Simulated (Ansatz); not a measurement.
**SrTiO3: uniaxial strain ε_zz = +2.40 %**

Start from SrTiO3 in the cubic perovskite structure (space group Pm-3m, No. 221; a = 3.8911 Å). Axes: x, y, z lie along the cube axes.

Perturbation: uniaxial strain ε_zz = +2.40 %, all other strain components held at zero; the atoms relax in the strained cell.

Computed with PBEsol/PAW in Ansatz (a quantum-chemistry and plane-wave program), spin-orbit coupling left out. k-mesh 9×9×9 (Γ-centred); smearing 0.05 eV (Fermi–Dirac).

* **Volume per atom**: 12.07 Å³ (base 11.78 Å³)
* **Space group**: P4/mmm (No. 123) (base Pm-3m (No. 221))
* **Shortest interatomic distance**: 1.946 Å (base 1.946 Å)
* **Energy relative to the base (free energy F)**: +6.8 meV/atom
* **Pressure (mean of the normal stresses, compression positive)**: -4.04 GPa (base -0.01 GPa)
* **Band gap**: 1.76 eV (base 1.85 eV)
* **Gap character**: indirect, A → Γ
* **Stress (xx, yy, zz, yz, xz, xy; compression positive)**: (-2.35, -2.35, -7.41, 0.00, 0.00, 0.00) GPa

Final structure:

```xyz
5
Lattice="3.8911 0.0000 0.0000 0.0000 3.8911 0.0000 0.0000 0.0000 3.9845" Properties=species:S:1:pos:R:3 pbc="T T T"
Sr     0.0000     0.0000     0.0000
Ti     1.9456     1.9456     1.9923
O      1.9456     0.0000     1.9923
O      0.0000     1.9456     1.9923
O      1.9456     1.9456     0.0000
```

No phonon test of stability was made. All final runs are without spin polarisation. Many cubic perovskites are stable only at high temperature; tilts and polar distortions were not tested. Labels are those of the standard path for the cell's own space group.
